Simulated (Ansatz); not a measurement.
**Sr3SnO: response to strain**

The reference is Sr3SnO in the anti-perovskite structure (space group Pm-3m, No. 221).

```yaml
crystal:
  lattice:
    - [5.09191, 0.00000, 0.00000]
    - [0.00000, 5.09191, 0.00000]
    - [0.00000, 0.00000, 5.09191]
  atoms:
    - { symbol: Sr, position: [0.50000, 0.00000, 0.50000] }
    - { symbol: Sr, position: [0.00000, 0.50000, 0.50000] }
    - { symbol: Sr, position: [0.50000, 0.50000, 0.00000] }
    - { symbol: Sn, position: [0.00000, 0.00000, 0.00000] }
    - { symbol: O, position: [0.50000, 0.50000, 0.50000] }
```

Cartesian axes are those of the cell as printed.

Strains are applied to the cell and any free atomic positions relax.

Calculations: DFT with PBEsol, PAW potentials and a 420 eV plane-wave cutoff in Ansatz (an electronic-structure program), spin-orbit coupling left out.

Notes on the quantities. energy relative to the base: free energy F.

| change | volume per atom | energy relative to the base | pressure | space group |
|---|---|---|---|---|
| base | 26.40 Å³ | 0 meV/atom | 0.0 GPa | Pm-3m (No. 221) |
| isotropic strain −0.55 % | 25.97 Å³ | +1.1 meV/atom | 0.8 GPa | Pm-3m (No. 221) |
| tensor shear ε_xy = +3.32 % | 26.38 Å³ | +15 meV/atom | 0.1 GPa | Cmmm (No. 65) |
| tensor shear ε_xy = +3.65 % | 26.37 Å³ | +18 meV/atom | 0.1 GPa | Cmmm (No. 65) |

Whether these cells are dynamically stable was not tested. All final runs are without spin polarisation.
